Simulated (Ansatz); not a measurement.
**What Co → Sb does to SrCoO3**

Base system: SrCoO3 in the cubic perovskite structure (space group Pm-3m, No. 221; a = 3.769 Å; ferromagnetic).

Perturbation: full substitution Co → Sb; the structure is relaxed again.

Level of theory: plane-wave PAW DFT at the PBEsol level (Ansatz, a quantum-chemistry and plane-wave program, 420 eV), without spin-orbit coupling. Settings: 11×11×11 k-points, 0.05 eV Fermi–Dirac smearing, for the changed cell.

The density shrinks by 0.14 g/cm³ to 5.89 g/cm³ and the lattice parameter a goes up by 0.402 Å (3.769 Å → 4.171 Å). The space group stays Pm-3m (No. 221) and the shortest interatomic distance goes up by 0.201 Å (1.885 Å → 2.086 Å). The band gap remains zero.

Final structure:

```
SrSbO3
1.0
    4.17111     0.00000     0.00000
    0.00000     4.17111     0.00000
    0.00000     0.00000     4.17111
Sr Sb O
1 1 3
Direct
  0.50000   0.50000   0.50000
  0.00000   0.00000   0.00000
  0.00000   0.00000   0.50000
  0.50000   0.00000   0.00000
  0.00000   0.50000   0.00000
```

No phonon test of stability was made. For SrSbO3 in this form, whether it has been made was not checked. No Hubbard U is applied and the magnetic state is the run's own (SrCoO3 ferromagnetic); small cells can't hold the antiferromagnetic order that many such compounds have, so gaps and moments can be off. Spin-polarised in the final run: base; the other runs are not. An odd electron count without spin: SrSbO3. Many cubic perovskites are stable only at high temperature; tilts and polar distortions were not tested.
